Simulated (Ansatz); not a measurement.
CsCl-type PdIn, treated with HSE06 (Ansatz, a quantum-chemistry and plane-wave program, plane waves, PAW).

Settings: plane-wave cutoff 460 eV, 8×8×8 k mesh, Fermi–Dirac smearing 0.05 eV, scalar-relativistic PAW data made under PBE.

The volume scan:

```
V (Å³/atom)  E − E_lowest (meV/atom)  P (GPa)
-----------  -----------------------  -------
16.582                         20.62     7.79
17.019                          5.10     3.66
17.455                          0.00     0.14
17.666                          0.80    -1.37
17.891                          3.79    -2.87
18.328                         15.12    -5.42
```

Problem. Fit the third-order Birch–Murnaghan equation and give B0 and B′.

Solution. V0 = 17.476 Å³/atom, B0 = 129 GPa, B′ = 5.5 (fit to the energies at full precision).

Spin–orbit coupling is not included.
